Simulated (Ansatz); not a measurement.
Checking a run of Ansatz (an electronic-structure program) on Sr3Ir2O7 (I4/mmm, 12 atoms in the cell). The aim is a self-consistent single point with DFT, PBE, plane waves, default PAW files.

Cell that was meant: a = 10.9262 Å, b = 10.9262 Å, c = 10.9262 Å, α = 158.71°, β = 158.71°, γ = 30.29°.

Part of the input:

Ansatz 0.2 input:
```yaml
  ecutwfc: 420.0 eV
kpoints:
  mp_grid:
    grid: [1, 1, 1]
hamiltonian:
  xc: pbe
  pseudopotentials:
```

Output (repeated stretches shortened):

```
WARN ansatz: RAYON_NUM_THREADS=1 ignored (pool sized by the plan → 1); use --threads N
   [... lines left out ...]
Bands: 65, of which v1, the nominal top of the filled ones, is band 53 counted from 1 (52 counted from 0)
Symmetry: 16 space group operations
Space group: I4/mmm (ITA 139), of the structure as read, at distance tolerance 5.6e-5 Å
k-points: 1
Initial density: superposition of atomic densities (neutral atoms: chi_scale 0, normalization atom), corrected by the library's trained network
Initial wavefunctions: pseudopotential atomic-orbital guess
Eigensolver: davidson
Functional: x = pbe(κ = 0.804, μ = 0.2195149727645171), c = pbe(β = 0.06672455060314922)
SCF iter   1: F=—  HF=-38466.495309 eV  |F-HF|=—  |Δ(HF+E_count)|=         —  Δρ=6.53e-2  dr2=8.03e0  ethr=1.77e-3  ⟨swp⟩=7.0  Hψ=247  notcnv=0
all-band conjugate gradients solve this SCF's bands
preconditioner: auto → LDOS
SCF iter   2: F=—  HF=-38464.983736 eV  |F-HF|=—  |Δ(HF+E_count)|=    1.51e0  Δρ=4.14e-2  dr2=2.49e0  ethr=1.77e-3  ⟨swp⟩=3.0  Hψ=128  notcnv=0  defer=2
   [... lines left out ...]
SCF iter  12: F=—  HF=-38464.396756 eV  |F-HF|=—  |Δ(HF+E_count)|=   2.02e-6  Δρ=3.14e-5  dr2=1.10e-6  ethr=2.49e-8  ⟨swp⟩=1.0  Hψ=61  notcnv=0  defer=1
SCF iter  13: F=—  HF=-38464.396756 eV  |F-HF|=—  |Δ(HF+E_count)|=   1.03e-9  Δρ=1.06e-5  dr2=1.60e-7  ethr=1.03e-9  ⟨swp⟩=2.0  Hψ=88  notcnv=0  defer=1
SCF iter  14: F=-38464.396756 eV  HF=-38464.396756 eV  |F-HF|=7.52e-9  |Δ(HF+E_count)|=   3.18e-8  Δρ=4.10e-6  dr2=1.87e-8  ethr=9.43e-11  ⟨swp⟩=14.0  Hψ=310  notcnv=0
SCF 1 converged in 14 iterations: F = -38464.396756 eV  dr2 = 1.87e-8
Free energy (F): -38464.396756 eV
Internal energy: -38463.896902 eV  (E = F + TS)
E sigma→0 (E₀):  -38464.146829 eV
Entropy (-TS):   -0.499854 eV (-41.655 meV/atom)
Fermi energy:    10.042636 eV
--- Forces (eV/Å), atoms counted from 1 ---
  atom   1  Sr    -0.00000000    -0.00000000    -0.00000000
  atom   2  Sr    -0.00000000    -0.00000000     3.55939880
  atom   3  Sr    -0.00000000    -0.00000000    -3.55939880
  atom   4  Ir     0.00000000     0.00000000     1.75698638
  atom   5  Ir     0.00000000     0.00000000    -1.75698638
  atom   6  O     -0.00000000     0.00000000     0.00000000
  atom   7  O      0.00000000     0.00000000     0.01238029
   [... lines left out ...]
  atom  12  O      0.00000000     0.00000000     0.86943509
--- Stress (GPa, compression-positive) ---
       10.490042      -0.000000       0.000000
       -0.000000      10.490042       0.000000
        0.000000       0.000000     -31.255935
  P = ⅓ Tr σ = -3.4253 GPa (-34.253 kbar)
  The stress holds the Pulay correction. Without it, at fixed plane waves, as pw.x and ABINIT print it: P = -3.8273 GPa
```

Problem. Can these results be used? Check the input.

Solution. The run is not sound. The fault is a single k-point for a small metallic cell. One k-point cannot sample the Fermi surface of a small cell. To fix it, use a converged k-point mesh. The run converged in 14 iterations without an error; against the sound input the free energy goes up by 1.21 eV/atom, the pressure goes from -6.26 to -3.43 GPa and the largest force goes from 0.559 to 3.559 eV/Å.

The sound input it was made from differs as follows (other fixes are possible):
```diff
-    grid: [1, 1, 1]
+    grid: [7, 7, 7]
```

With that input, the run converged in 9 iterations: free energy E − TS (on the zero of these files) -38478.9220 eV; Fermi level (on the code's own zero) 11.17 eV; pressure -6.26 GPa; largest force (vector length) 0.559 eV/Å (DFT, PBE, plane waves, default PAW files).

On the sound input: the starting cell was generated: these elements placed on a structure prototype, without a prior relaxation; it need not be a known phase or ordering of this composition. Spin-orbit coupling is off. Spin polarisation is off. With a pressure of about -6 GPa the cell is away from its equilibrium volume at this level. Ansatz's pressure includes its estimate of the finite-basis (Pulay) stress.
